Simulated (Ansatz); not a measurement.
Model glasses of amorphous ZrO2, 62 to 67 atoms (Zr20O40 before any change). Each row is one cell at a composition chosen by hand, melted whole on the CHGNet potential with the anions pushed apart under 1.9 Å, quenched within some picoseconds, far faster than a real film, and relaxed with PBE, scalar-relativistic without spin-orbit coupling (plane waves to 420 eV, PAW; Ansatz, a quantum-chemistry and plane-wave program). Each is the lower in DFT energy of 2 quenches. Cycles of charging and discharging were tried on the cells ahead of these points, and a cell that came back lower was taken. The column on the box says what of it was relaxed with the atoms; held means as the quench left it. Cells that kept moments or hold spare charge are left out. So are cells far out in the fitted variable, so that no row sets the line alone.

At the relaxed places, the spacing of the highest filled and the lowest empty level was computed at the zone centre with PBE and with r2SCAN, without spin polarisation. A level counts as spread where PBE shares it among more than a fifth of the atoms; else the element of the atom with the largest weight is named. Formal charges balance in every cell (each cation at its usual highest valence, Cu and Ag at +1, Sb at +3, H at +1, O at −2, N at −3, F and Cl at −1). r2SCAN ran with plane waves to 500 eV. Where a level is localised, the spacing isn't the band gap.

```csv
cell,change,box,highest filled on,lowest empty on,"spacing, PBE (eV)","spacing, r2SCAN (eV)"
Zr20O45Nb2,"+2 Nb, +5 O",shape,O,Nb,3.05,3.41
Zr20O41Li2,"+2 Li, +1 O",volume and shape,O,spread,3.22,3.66
Zr20O41Zn,"+1 O, +1 Zn",volume and shape,O,spread,3.34,withheld
Zr20O41Na2,"+2 Na, +1 O",shape,spread,spread,3.44,3.89
Zr20O43Sc2,"+3 O, +2 Sc",volume and shape,O,spread,3.53,3.96
Zr20O43La2,"+2 La, +3 O",shape,O,spread,3.58,4.04
Zr20O42Sn,"+2 O, +1 Sn",volume and shape,O,spread,3.68,4.16
```

### Question
Fit a straight line of the last column on the one before it through the 6 full rows, and predict the withheld value for Zr20O41Zn.

### Answer
Means: x = 3.417, y = 3.853. Slope = Σ(Δx Δy) / Σ(Δx²) = 0.3248 / 0.2825 = 1.150; intercept = 3.853 − (1.150) × 3.417 = -0.077 eV; r.m.s. residual 0.019 eV. Prediction: -0.077 + (1.150) × 3.34 = 3.76 eV. The run gave 3.79 eV, a miss of 0.03 eV, within twice the residual.
